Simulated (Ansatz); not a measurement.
For TaAs (model structure, started from the WC type, P-6m2, No. 187, 2 atoms in the cell), PBEsol in Ansatz (plane waves, PAW) gives:

| Item | Result |
|---|---|
| lattice parameter a | 3.370 Å |
| c axis length | 3.457 Å |
| bulk modulus | 182 GPa |
| cohesive energy | 6.80 eV/atom |

### Question
What does r²SCAN (plane waves, PAW; Ansatz, a quantum-chemistry and plane-wave program) give for the same quantities?

### Answer

- lattice constant a: 3.408 Å (grows by 1.1 %)
- lattice parameter c: 3.451 Å (shrinks by 0.2 %)
- bulk modulus: 179 GPa (drops by 1.6 %)
- cohesive energy: 6.05 eV/atom (drops by 0.75 eV/atom)

Changes are worked out from the printed values.

Unless a cell is named, each level is at its own relaxed cell (PBEsol 17.00, r²SCAN 17.35 Å³/atom).

Levels without +SOC leave out spin–orbit coupling, which shifts energies and cells of such heavy elements.

Caveats: the bulk modulus is −V dP/dV from two relaxed cells at ±2 % in volume (PBEsol, r²SCAN). Ansatz's density-functional and Hartree–Fock values are scalar-relativistic unless marked +SOC, with PAW data made under PBE.

A model structure was made by putting elements into a prototype or built by hand; it is no filed structure, need not be a known phase, and can be a saddle point held by its symmetry.
